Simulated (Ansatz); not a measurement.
Start from HgBr₂ in the rutile structure (space group P4_2/mnm, No. 136; a = 7.0084 Å, c = 4.0032 Å; a hypothetical phase, not in the database extracts checked).

Calculations: r2SCAN (Ansatz, a program for electronic structure, PAW, without spin-orbit coupling).

For the base:

| Item | Value |
|---|---|
| Volume per atom | 32.77 Å³ |
| Band gap | 1.23 eV |
| Electron mass | 0.27 mₑ along c, 0.53 mₑ across (at Γ) |

It is then changed as follows: every Hg is replaced by Cd; the structure is relaxed again.

### Question
What happens to the volume per atom, band gap and electron mass?

### Answer
The volume per atom falls by 2.62 Å³ to 30.15 Å³; the band gap goes up by 0.88 eV to 2.11 eV; the electron mass goes from 0.27 mₑ along c, 0.53 mₑ across (at Γ) to 0.23 mₑ along c, 0.28 mₑ across (at Γ).

With Hg present, leaving out spin-orbit coupling can change the band edges. Effective masses come from finite differences of ±0.01 Å⁻¹. Whether these cells are dynamically stable was not tested. As relaxed here, CdBr2 is a hypothetical phase, not in the database extracts checked.
